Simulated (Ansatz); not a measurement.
**Effect of x(P) = 0.5, 4 atoms, R3m on GaSb**

Start from GaSb in the zinc blende structure (space group F-43m, No. 216; a = 6.132 Å).

The other end (x = 1) is GaP in the zinc blende structure (space group F-43m, No. 216): 20.25 Å³/atom, gap 1.85 eV.

One thing is altered: a fraction x = 0.5 of the Sb sites is given to P, ordered in a cell of 4 atoms (starting symmetry R3m) and fully relaxed.

Level of theory: Ansatz (a quantum-chemistry and plane-wave program) r2SCAN, scalar-relativistic without spin-orbit coupling. Settings: 9×9×9 k-points, 0.05 eV Fermi–Dirac smearing, for the changed cell.

The volume per atom falls by 4.41 Å³ (28.83 Å³ → 24.42 Å³) and the density decreases by 0.548 g/cm³, from 5.51 g/cm³ to 4.97 g/cm³. The shortest interatomic distance drops by 0.299 Å (2.655 Å → 2.356 Å) and the band gap changes from 0.41 eV to zero. The mixing energy comes out as +0.09 eV/atom (to 0.01 eV only: unlike meshes or grids) and the deviation of the volume from the linear (Vegard-type) interpolation is -0.5 %. The mean first-shell distances is Sb–Ga 2.590 Å (end compound 2.655 Å), P–Ga 2.441 Å (end compound 2.361 Å).

These are small ordered cells, not random alloys; other orderings at the same x differ. With Sb present, leaving out spin-orbit coupling can change the band edges. Whether these cells are dynamically stable was not tested. The final runs are not spin-polarised. The zero or small gap of Ga2SbP can change with the level of theory.
